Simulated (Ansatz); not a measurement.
# A constructed model of the (111) surface of fcc Ir, a pseudomorphic layer of Nb in the host's stacking (bottom of the slab: a bare face, its two planes held)

Calculation: PBE (plane waves to 420 eV, PAW; Ansatz, a quantum-chemistry and plane-wave program).

Model: 7-atom slab, 13.9 Å thick at the start with caps and adatoms (thin: gaps and levels are the slab's own), 16x16x1 mesh, Fermi-Dirac 0.1 eV, dipole correction, 2 atoms held, the rest relaxed; start symmetry kept, larger cells not searched; no spin, no spin-orbit, no U. In PBE it lies 0.06 eV a 1x1 cell over the lowest computed structure of the same composition (a pseudomorphic layer of Nb in the other hollow).

```
Item                                                          Result
-----------------------------  -------------------------------------
work function of the top face                                5.06 eV
energy released by relaxation                                0.46 eV
cost                           about 4 core-minutes (a rough figure)
```
